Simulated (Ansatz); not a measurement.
Hypothetical zinc blende BiB, carrier doping

Start from BiB in the zinc blende structure (space group F-43m, No. 216; a = 5.491 Å; a hypothetical phase, not in the database extracts checked).

Carriers are added at fixed cell with a uniform background; the Fermi–Dirac width is that of 300 K.

Calculations: r2SCAN, PAW, 500 eV (Ansatz, a first-principles code; without spin-orbit coupling).

Notes on the quantities. Fermi level from band edge: Fermi level relative to the doped band's edge (positive inside the band; to 0.05 eV).

```
variant                   Fermi level from band edge  gap between the host's bands
------------------------  --------------------------  ----------------------------
undoped                                            –                       0.39 eV
electrons 1.5×10^21 cm⁻³                    +0.60 eV                       0.38 eV
electrons 2.0×10^21 cm⁻³                    +0.65 eV                       0.38 eV
electrons 7.0×10^21 cm⁻³                    +0.90 eV                       0.38 eV
electrons 1.0×10^22 cm⁻³                    +1.00 eV                       0.38 eV
holes 1.5×10^21 cm⁻³                        +0.55 eV                       0.38 eV
holes 2.0×10^21 cm⁻³                        +0.65 eV                       0.38 eV
holes 7.0×10^21 cm⁻³                        +1.25 eV                       0.37 eV
holes 1.0×10^22 cm⁻³                        +1.45 eV                       0.37 eV
```

Charged cell with a jellium background: band edges are those of the host's band count, energies are not comparable with the neutral cell, and many-body gap narrowing is missing. With Bi present, leaving out spin-orbit coupling can change the band edges. Stability against distortions was not tested.
